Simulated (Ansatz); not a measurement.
Start from HgS in the zinc blende structure (space group F-43m, No. 216).

```
CELL_PARAMETERS angstrom
      0.00000     2.90597     2.90597
      2.90597     0.00000     2.90597
      2.90597     2.90597     0.00000
ATOMIC_POSITIONS crystal
  Hg 0.00000 0.00000 0.00000
  S  0.25000 0.25000 0.25000
```

Cartesian axes are those of the cell as printed.

All numbers come from LDA/PAW in Ansatz (a first-principles code), no SOC.

Modification: every lattice vector is stretched by 2.50 %, atoms relaxed at fixed cell.

Question: Predict the stress tensor and what it implies for the stiffness.

Answer: Stress of the strained cell less that of the base (GPa, compression positive):
```
   -4.2     0.0     0.0
    0.0    -4.2     0.0
    0.0     0.0    -4.2
```

Then B = −ΔP/(ΔV/V₀) with ΔV/V₀ = 0.0769 gives secant stiffness values (nonlinear terms included at this strain): B ≈ 54 GPa.

As a check, the harmonic strain energy −½ V₀ Δσ:ε is 24 meV/atom; the computed energy rise is 26 meV/atom.

The mesh was chosen for an insulator and is coarse for the gapless case. No phonon test of stability was made. The final runs are not spin-polarised.
